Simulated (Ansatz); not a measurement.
The starting structures come from a database of crystals and need not be the phases stable at ambient conditions.

```xyz
18
Lattice="9.2268 0.0000 0.0000 0.0000 9.8468 0.0000 0.0000 4.9234 2.8425" Properties=species:S:1:pos:R:3 pbc="T T T"
K      8.3292     0.0000     0.0000
K      3.7157     0.0000     0.0000
K      5.7815     8.2057     2.8425
K      1.1681     6.5645     0.0000
Ge     2.2387     8.2057     2.8425
Ge     6.8521     6.5645     0.0000
F      3.3043     4.7492     0.0000
F      7.9177    12.2214     1.5721
F      3.3043     7.4722     1.5721
F      7.9177     5.0976     0.0000
F      3.3043     2.5488     1.2704
F      7.9177     7.2980     1.2704
F      5.8550     8.0722     0.0000
F      1.2416     8.9595     1.5368
F      5.8550    10.7341     1.5368
F      1.2416     6.6980     2.8425
F      5.8550     5.8107     1.3057
F      1.2416     4.0361     1.3057
```

Space group of this cell: P6_3mc. The cell is taken as given.

Transport runs along the normal of the first two printed cell vectors, the (110) plane of the conventional cell.

The gap is the functional's own, uncorrected, and κ follows it; spin-orbit coupling is left out. Mid-gap values are interpolated between the computed energies.

**Question.** Estimate the band gap and the smallest decay constant κ at mid-gap that r2SCAN (Ansatz, an electronic-structure program) returns for this system.

**Answer.** Gap 7.26 eV on a 4×10×10 mesh; κ = 0.561 1/Å, at the zone centre.
